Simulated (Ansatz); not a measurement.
The starting structures come from a database of crystals and need not be the phases stable at ambient conditions.

By PBEsol, the system below comes out a metal.

Without scattering a metal conducts by its projected Fermi surface.

Here is the system:

```
CELL_PARAMETERS angstrom
      4.50218     0.00000     0.00000
      0.00000     4.50218     0.00000
      2.25109    -2.25109     3.18352
ATOMIC_POSITIONS crystal
  Sn 0.25000 0.25000 0.50000
  Sn 0.75000 0.75000 0.50000
  Ir 0.00000 0.00000 0.00000
```

Space group of this cell: Fm-3m. The cell is taken as given; by PBEsol its mean pressure is -1.1 GPa.

The current flows along the normal of the first two printed cell vectors, the (001) plane of the conventional cell. No spin-orbit coupling; the value is a mean over 0.1 eV about the Fermi level.

Q: Compute, with PBEsol (Ansatz, a first-principles code), the ballistic conductance per area.

A: 0.64 × 10¹⁵ S/m² for both spins.
